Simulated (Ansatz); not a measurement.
**Effect of isotropic strain +0.50 % on SiC**

Consider SiC in the zinc blende structure (space group F-43m, No. 216; a = 4.380 Å).

It is then changed as follows: the cell is scaled by 1.0050 in all directions, atoms relaxed at fixed cell.

Level of theory: PBE (Ansatz, a quantum-chemistry and plane-wave program; PAW; 420 eV plane waves; scalar-relativistic without spin-orbit coupling). Settings: 13×13×13 k-points, 0.05 eV Fermi–Dirac smearing.

The volume per atom grows by 0.16 Å³, from 10.50 Å³ to 10.66 Å³ and the space group is still F-43m (No. 216). The shortest interatomic distance grows by 0.0095 Å to 1.906 Å and the energy increases by 1.6 meV/atom. The pressure goes from zero to -3.09 GPa and the band gap increases by 0.013 eV, from 1.37 eV to 1.39 eV. The gap character is still indirect, Γ → X and the smallest direct gap falls by 0.02 eV, from 4.53 eV to 4.51 eV. The width of the top valence band shrinks by 0.06 eV, from 4.63 eV to 4.57 eV and the electron mass remains 0.68 mₑ along k, 0.23 mₑ across (at X). The hole mass (degenerate bands, along [100]) changes from 0.36, 0.59, 0.59 mₑ (at Γ) to 0.35, 0.59, 0.59 mₑ (at Γ).

Final structure:

```yaml
crystal:
  lattice:
    - [0.00000, 2.20083, 2.20083]
    - [2.20083, 0.00000, 2.20083]
    - [2.20083, 2.20083, 0.00000]
  atoms:
    - { symbol: Si, position: [0.00000, 0.00000, 0.00000] }
    - { symbol: C, position: [0.25000, 0.25000, 0.25000] }
```

Effective masses come from finite differences of ±0.01 Å⁻¹. Along k means along the line from Γ to the band edge. Stability against distortions was not tested.
